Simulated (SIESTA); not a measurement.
## A self-consistent single point of LiCrSi2O6 (C2/c, 20 atoms in the cell) with SIESTA

Method of the run: GGA PBEsol+U, numerical atomic orbitals TZP, PseudoDojo PBEsol standard norm-conserving potentials (rewritten from UPF to PSML) (SIESTA).

The input file:

```
# files in the folder: Li.psml Cr.psml Si.psml O.psml (PseudoDojo PBEsol standard)
SystemName  LiCr(SiO3)2
SystemLabel LiCr(SiO3)2

NumberOfAtoms                20
NumberOfSpecies              4
%block ChemicalSpeciesLabel
  1 3 Li
  2 24 Cr
  3 14 Si
  4 8 O
%endblock ChemicalSpeciesLabel
LatticeConstant              1.0 Ang
%block LatticeVectors
     4.698392000   -4.213333000    0.000000000
     4.698392000    4.213333000    0.000000000
    -1.784412000    0.000000000    4.855118000
%endblock LatticeVectors
AtomicCoordinatesFormat      Fractional
%block AtomicCoordinatesAndAtomicSpecies
     0.734400000    0.265600000    0.250000000  1
     0.265600000    0.734400000    0.750000000  1
     0.091390000    0.908610000    0.250000000  2
     0.908610000    0.091390000    0.750000000  2
     0.206600000    0.389640000    0.261900000  3
     0.610360000    0.793400000    0.238100000  3
     0.793400000    0.610360000    0.738100000  3
     0.389640000    0.206600000    0.761900000  3
     0.030700000    0.199900000    0.147400000  4
     0.800100000    0.969300000    0.352600000  4
     0.969300000    0.800100000    0.852600000  4
     0.199900000    0.030700000    0.647400000  4
     0.106000000    0.629200000    0.324100000  4
     0.370800000    0.894000000    0.175900000  4
     0.894000000    0.370800000    0.675900000  4
     0.629200000    0.106000000    0.824100000  4
     0.358500000    0.356100000    0.051300000  4
     0.643900000    0.641500000    0.448700000  4
     0.641500000    0.643900000    0.948700000  4
     0.356100000    0.358500000    0.551300000  4
%endblock AtomicCoordinatesAndAtomicSpecies

XC.functional                GGA
XC.authors                   PBEsol
PAO.BasisSize                TZP
PAO.EnergyShift              0.01 Ry
PAO.Polarization.NonPerturbative true
MeshCutoff                   400 Ry
%block kgrid.MonkhorstPack
    4   0   0  0.0
    0   4   0  0.0
    0   0   5  0.0
%endblock kgrid.MonkhorstPack
OccupationFunction           FD
ElectronicTemperature        100.0 meV
Spin                         polarized
%block DM.InitSpin
  1 +0.00
  2 +0.00
  3 +3.00
  4 +3.00
  5 +0.00
  6 +0.00
  7 +0.00
  8 +0.00
  9 +0.00
  10 +0.00
  11 +0.00
  12 +0.00
  13 +0.00
  14 +0.00
  15 +0.00
  16 +0.00
  17 +0.00
  18 +0.00
  19 +0.00
  20 +0.00
%endblock DM.InitSpin
DFTU.ProjectorGenerationMethod 2
DFTU.CutoffNorm              0.9
DFTU.FirstIteration          true
%block DFTU.proj
  Cr 1
  n=3 2
  3.70 0.00
  0.00 0.00
%endblock DFTU.proj

MaxSCFIterations             150
SCF.Mixer.Method             Broyden
SCF.Mixer.Weight             0.1
SCF.Mixer.History            6
SCF.DM.Tolerance             1.0E-04
Diag.ParallelOverK           true
WriteForces                  true
Charge.Mulliken              end
```

Log, with long lists cut:

```
reinit: Reading from file input.fdf

reinit: System Name: LiCr(SiO3)2
reinit: System Label: LiCr(SiO3)2

NOTE on units for spin output:
{S} is the spin magnetic moment, in units of the Bohr magneton,
assuming a g-factor for the electron spin of exactly 2.
The spin magnetic moment is then numerically equal to the charge inbalance,
in units of electrons, between the spin-up and -down channels.

coor:   Atomic-coordinates input format  =     Fractional

siesta: Atomic coordinates (Bohr) and species
siesta:      8.03566  -3.73261   2.29371  1        1
siesta:      6.34964   3.73261   6.88113  1        2
siesta:      8.03566   6.50674   2.29371  2        3
siesta:      6.34964  -6.50674   6.88113  2        4
siesta:      4.41068   1.45737   2.40289  3        5
siesta:     11.66064   1.45737   2.18453  3        6
siesta:      9.97462  -1.45737   6.77195  3        7
siesta:      2.72466  -1.45737   6.99031  3        8
siesta:      1.55038   1.34718   1.35237  4        9
siesta:     14.52094   1.34718   3.23505  4       10
siesta:     12.83492  -1.34718   7.82247  4       11
siesta:     -0.13564  -1.34718   5.93979  4       12
siesta:      5.43472   4.16574   2.97357  4       13
siesta:     10.63660   4.16574   1.61385  4       14
siesta:      8.95058  -4.16574   6.20128  4       15
siesta:      3.74869  -4.16574   7.56099  4       16
siesta:      6.17171  -0.01911   0.47067  4       17
siesta:      9.89961  -0.01911   4.11675  4       18
siesta:      8.21358   0.01911   8.70417  4       19
siesta:      4.48569   0.01911   5.05809  4       20

siesta: System type = bulk

initatomlists: Number of atoms, orbitals, and projectors:     20   336   280

siesta: ******************** Simulation parameters ****************************
redata: Spin configuration                          = collinear
redata: Time-Reversal Symmetry                      = T
redata: Number of Atomic Species                    =        4
   [... lines left out ...]

superc: Internal auxiliary supercell:     5 x     5 x     5  =     125
superc: Number of atoms, orbitals, and projectors:   2500  42000  35000

                        Single-point calculation

superc: Internal auxiliary supercell:     5 x     5 x     5  =     125
superc: Number of atoms, orbitals, and projectors:   2500  42000  35000

outcell: Unit cell vectors (Ang):
        4.698392   -4.213333    0.000000
        4.698392    4.213333    0.000000
       -1.784412    0.000000    4.855118

outcell: Cell vector modules (Ang)   :    6.310869    6.310869    5.172649
outcell: Cell angles (23,13,12) (deg):    104.8819    104.8819     83.7690
outcell: Cell volume (Ang**3)        :    192.2228
new_DM -- step:     1
Initializing Density Matrix...

Attempting to read DM from file... Failed...
DM filled with atomic data (user-defined):

InitMesh: MESH = 80 x 80 x 60 = 384000
InitMesh: Mesh cutoff (required, used) =   400.000   422.090 Ry
hubbard_term: recalculating local occupations    1
hubbard_term: maximum change in local occup.    0.746771
hubbard_term: recalculating Hamiltonian

stepf: Fermi-Dirac step function
hubbard_term: recalculating local occupations    1
hubbard_term: maximum change in local occup.    0.530337
hubbard_term: recalculating Hamiltonian
        iscf     Eharris(eV)        E_KS(eV)     FreeEng(eV)     dDmax    Ef(eV) dHmax(eV)
   scf:    1   -10776.807517   -10988.961232   -10989.180004  0.868489 -0.494326 42.660570
     spin moment: {S} , |S| = {        0.0        0.0    4.32651 }     4.32651
   scf:    2   -11112.431960   -11063.235651   -11063.236681  0.118634 -2.329235 16.996192
     spin moment: {S} , |S| = {        0.0        0.0    5.99983 }     5.99983
   scf:    3   -11084.941982   -11075.419780   -11075.419883  0.088700 -3.718077  9.271900
     spin moment: {S} , |S| = {        0.0        0.0    6.00000 }     6.00000
   scf:    4   -11080.173865   -11080.706646   -11080.706674  0.184323 -5.348754  2.711818
     spin moment: {S} , |S| = {        0.0        0.0    6.00000 }     6.00000
   scf:    5   -11071.662754   -11077.845318   -11077.845324  0.065817 -3.806065  7.845669
     spin moment: {S} , |S| = {        0.0        0.0    6.00000 }     6.00000
   scf:    6   -11081.477376   -11079.929606   -11079.929609  0.062521 -4.348067  4.719712
   [... lines left out ...]
hubbard_term: maximum change in local occup.    0.000466
   scf:   32   -11082.529734   -11082.529732   -11082.529732  0.000071 -5.431634  0.001914
     spin moment: {S} , |S| = {        0.0        0.0    6.00000 }     6.00000
hubbard_term: recalculating local occupations   21
hubbard_term: maximum change in local occup.    0.000490
   scf:   33   -11082.529687   -11082.529687   -11082.529687  0.000031 -5.431688  0.001348
     spin moment: {S} , |S| = {        0.0        0.0    6.00000 }     6.00000
hubbard_term: recalculating local occupations   22
hubbard_term: maximum change in local occup.    0.000498
   scf:   34   -11082.529672   -11082.529672   -11082.529672  0.000013 -5.431769  0.001003
     spin moment: {S} , |S| = {        0.0        0.0    6.00000 }     6.00000
hubbard_term: recalculating local occupations   23
hubbard_term: maximum change in local occup.    0.000502
   scf:   35   -11082.529663   -11082.529663   -11082.529664  0.000008 -5.431909  0.000745
     spin moment: {S} , |S| = {        0.0        0.0    6.00000 }     6.00000
SCF Convergence by DM+H criterion
max |DM_out - DM_in|         :     0.0000080140
max |H_out - H_in|      (eV) :     0.0007452689
DFT+U population converged by dTol_pop criteria:
max |pop(DFT+U)_i - pop(DFT+U)_j|:     0.0005024702
SCF cycle converged after 35 iterations

Using DM_out to compute the final energy and forces
hubbard_term: recalculating local occupations   24
hubbard_term: maximum change in local occup.    0.000502
hubbard_term: recalculating Hamiltonian and forces

siesta: E_KS(eV) =           -11082.5301

siesta: E_KS - E_eggbox =    -11082.5301

siesta: Atomic forces (eV/Ang):
     1    0.000000   -0.012429    0.000000
     2   -0.000000    0.012429   -0.000000
     3    0.000000    0.521559   -0.000000
   [... 17 lines left out ...]
   Tot    0.000000    0.000000    0.000000
   Max    1.707460
   Res    0.675777    sqrt( Sum f_i^2 / 3N )
   Max    1.707460    constrained

Stress tensor Voigt[x,y,z,yz,xz,xy] (kbar):     -175.62     -184.98     -181.74        0.00        6.98        0.00
(Free)E + p*V (eV/cell)   -11060.8408
Target enthalpy (eV/cell)   -11082.5301

siesta: Program's energy decomposition (eV):
siesta: Ebs     =     -2555.436428
siesta: Eions   =     15592.729595
siesta: Ena     =      1944.203464
siesta: Ekin    =      6270.999056
siesta: Enl     =     -1427.667222
siesta: Eso     =         0.000000
siesta: Edftu   =         4.047648
siesta: DEna    =        55.995916
siesta: DUscf   =        12.376790
siesta: DUext   =         0.000000
siesta: Ex      =     -2179.731998
siesta: Ec      =      -170.024164
siesta: Exc     =     -2349.756161
siesta: Eharris =    -11082.529663
siesta: Etot    =    -11082.530104
siesta: FreeEng =    -11082.530105

siesta: Atomic forces (eV/Ang):
siesta:      1    0.000000   -0.012429    0.000000
siesta:      2   -0.000000    0.012429   -0.000000
siesta:      3    0.000000    0.521559   -0.000000
siesta:      4   -0.000000   -0.521559    0.000000
siesta:      5   -0.152287   -0.070582   -0.050739
siesta:      6    0.152287   -0.070582    0.050739
siesta:      7    0.152287    0.070582    0.050739
siesta:      8   -0.152287    0.070582   -0.050739
   [... lines left out ...]
siesta: Cell volume =        192.222764 Ang**3
siesta:         180.78000005         84.74391020  kBar
   [... lines left out ...]
             -0.067   0.454   0.384   0.457   0.000  -0.001  -0.001   0.001

             -0.003
  20  2.849   0.366  -0.082   0.429   0.311   0.175   0.358  -0.037   0.105
             -0.067   0.454   0.384   0.457   0.000  -0.001  -0.001   0.001

             -0.003

mulliken: Qtot =       58.000

Mulliken Atomic Populations:
Atom #   charge [q] valence [e]      Sz [e]  Species
     1     0.188609    2.811391   -0.017378  Li
     2     0.188609    2.811391   -0.017378  Li
     3     1.102952   12.897048    3.128064  Cr
     4     1.102952   12.897048    3.128064  Cr
     5    -0.769681    4.769681   -0.010771  Si
     6    -0.769681    4.769681   -0.010771  Si
     7    -0.769681    4.769681   -0.010771  Si
     8    -0.769681    4.769681   -0.010771  Si
     9    -0.162423    6.162423   -0.036859  O
    10    -0.162423    6.162423   -0.036859  O
    11    -0.162423    6.162423   -0.036859  O
    12    -0.162423    6.162423   -0.036859  O
    13    -0.016220    6.016220   -0.006233  O
    14    -0.016220    6.016220   -0.006233  O
    15    -0.016220    6.016220   -0.006233  O
    16    -0.016220    6.016220   -0.006233  O
    17     0.302543    5.697457   -0.001480  O
    18     0.302543    5.697457   -0.001480  O
    19     0.302543    5.697457   -0.001480  O
    20     0.302543    5.697457   -0.001480  O
 Total     0.000000                6.000000
```

The run converged in 35 iterations.

The starting cell comes from a database of published, mostly measured structures (it also holds non-ambient and calculated ones), without a prior relaxation at this level. Its lattice was rescaled by a random factor within 2.5 % of one. The magnetic order is the one reached from the typed start; others were not searched systematically. With U or open f shells several self-consistent states can exist. Values carry the incompleteness of an atom-centred basis. With a pressure of about 18 GPa the cell is away from its equilibrium volume at this level. Forces in this geometry exceed 1 eV/Å.

Cost on one core of a shared machine: roughly 30 min.
